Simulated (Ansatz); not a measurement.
The starting structures come from a database of crystals and need not be the phases stable at ambient conditions.

Tunnelling through a barrier is set by its complex band structure: the current falls as exp(−2κd) with the smallest κ.

Consider the following.

```
CELL_PARAMETERS angstrom
      8.09974     0.12185    -0.13193
      1.59624     7.94183    -0.13193
      2.02090     1.68069     6.12277
ATOMIC_POSITIONS crystal
  V  0.61720 0.11476 0.88382
  V  0.38280 0.88524 0.11618
  V  0.88524 0.38280 0.61618
  V  0.11476 0.61720 0.38382
  S  0.18457 0.31000 0.45206
  S  0.81543 0.69000 0.54794
  S  0.69000 0.81543 0.04794
  S  0.31000 0.18457 0.95206
  S  0.97254 0.57856 0.75650
  S  0.02746 0.42144 0.24350
  S  0.42144 0.02746 0.74350
  S  0.57856 0.97254 0.25650
  S  0.33595 0.63926 0.02454
  S  0.66405 0.36074 0.97546
  S  0.36074 0.66405 0.47546
  S  0.63926 0.33595 0.52454
  S  0.81992 0.11849 0.54201
  S  0.18008 0.88151 0.45799
  S  0.88151 0.18008 0.95799
  S  0.11849 0.81992 0.04201
```

Space group of this cell: C2/c. The cell was relaxed by PBE-D3(BJ); by PBEsol its mean pressure is -0.8 GPa.

Transport runs along the normal of the first two printed cell vectors.

No gap correction and no spin-orbit coupling; mid-gap values are interpolated between computed energies.

### Question
Give the band gap and the smallest decay constant κ at mid-gap that PBEsol in Ansatz (a program for electronic structure) yields.

### Answer
Gap 0.72 eV on a 4×4×6 mesh; κ = 0.184 1/Å, at (0.250, 0.250) of the in-plane reciprocal vectors. At the zone centre, at the nearest computed energy, the slowest state has κ = 0.21 1/Å.
